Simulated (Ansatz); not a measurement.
Base system: Cu3N (space group Pm-3m, No. 221; a = 3.8270 Å). Axes: x, y, z lie along the cube axes.

Method: PBE, PAW, 420 eV (Ansatz, an electronic-structure program; spin-orbit coupling left out).

Modification: a pure shear with ε_xy = ε_yx = 0.0279, atoms relaxed at fixed cell.

**Question.** Predict the stress tensor and what it implies for the stiffness.

**Answer.** Stress of the strained cell less that of the base (GPa, compression positive):
```
   0.13   -1.09    0.00
  -1.09    0.13    0.00
   0.00    0.00   -0.05
```

Then −Δσ/γ with γ = 2ε = 0.0558 gives secant stiffness values (nonlinear terms included at this strain): C66 ≈ 19 GPa.

Stability against distortions was not tested. All final runs are without spin polarisation.
